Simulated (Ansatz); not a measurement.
Base system: TiS2 in the CdI2 type structure (space group P-3m1, No. 164; a = 3.297 Å, c = 5.337 Å; layered, stacked along the Cartesian z axis; relaxed with 0.1 eV smearing). Axes: x lies along a and z along c of the hexagonal cell.

Computed with PBEsol-D3(BJ)/PAW in Ansatz (an electronic-structure program), scalar-relativistic without spin-orbit coupling.

Before the change:

- Pressure = 0.0 GPa
- Shortest interatomic distance = 2.384 Å

The change: biaxial strain +1.52 %, plane normal [001], relaxed out of plane (Cartesian); in-plane vectors clamped, the third vector and the atoms free.

Question: What happens to the pressure?

Answer: The pressure (mean of the normal stresses, compression positive) goes from zero to -1.8 GPa.

Question: Estimate the effect on the shortest interatomic distance.

Answer: The shortest interatomic distance goes up by 0.011 Å (2.384 Å → 2.395 Å).

Question: Predict the new out-of-plane strain.

Answer: The out-of-plane strain is -0.58 %.

Whether these cells are dynamically stable was not tested. All final runs are without spin polarisation.
